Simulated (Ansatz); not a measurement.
The parent structure is LiF in the rock salt structure (space group Fm-3m, No. 225; a = 4.008 Å).

Level of theory: plane-wave PAW DFT at the PBEsol level (Ansatz, a quantum-chemistry and plane-wave program, 420 eV), no spin-orbit coupling.

Before the change:

Electron mass: 0.88 mₑ (at Γ)
Band gap: 9.05 eV
Shortest interatomic distance: 2.004 Å

The change: H takes the place of Li on all its sites, then cell and atoms are relaxed.

Tabulated Pauling electronegativity and covalent radius: Li 0.98, 1.28 Å; H 2.20, 0.31 Å.

Question: Predict the new electron mass.

Answer: The electron mass becomes 0.25 mₑ (at Γ) (base: 0.88 mₑ (at Γ)).

Question: What does the calculation give for the band gap after the change?

Answer: The band gap shrinks by 5.93 eV to 3.12 eV.

Question: Estimate the effect on the shortest interatomic distance.

Answer: The shortest interatomic distance decreases by 0.284 Å to 1.720 Å.

Masses are band curvatures over ±0.01 Å⁻¹ around the edge. No phonon test of stability was made. As relaxed here, HF is a hypothetical phase, not in the database extracts checked.
